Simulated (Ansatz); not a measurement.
For bcc Tl (high-temperature phase), PBEsol (Ansatz, a first-principles code, plane waves, PAW) gives:

```
Quantity                   Result
-------------------  ------------
lattice parameter a       3.853 Å
bulk modulus             36.1 GPa
cohesive energy      2.38 eV/atom
```

Question: What does r²SCAN (plane waves, PAW; Ansatz) give for the same quantities?

Answer: 
- lattice constant a: 3.920 Å (grows by 1.7 %)
- bulk modulus: 31.7 GPa (shrinks by 12 %)
- cohesive energy: 2.08 eV/atom (drops by 0.30 eV/atom)

For comparison: lattice constant a 3.882 Å (measured, temperature not stated, copied from a table, unchecked, not corrected to a static lattice; as tabulated in Crystal Structures 1, 7 (1963)).

Changes are worked out from the printed values.

Unless a cell is named, each level is at its own relaxed cell (PBEsol 28.60, r²SCAN 30.11 Å³/atom).

Levels without +SOC leave out spin–orbit coupling, which shifts energies and cells of such heavy elements.

Caveats: symmetry holds this phase in the static calculation, where it need not be a minimum (PBEsol, r²SCAN); the bulk modulus is −V dP/dV from two relaxed cells at ±2 % in volume (PBEsol, r²SCAN). Ansatz's density-functional and Hartree–Fock values are scalar-relativistic unless marked +SOC, with PAW data made under PBE.
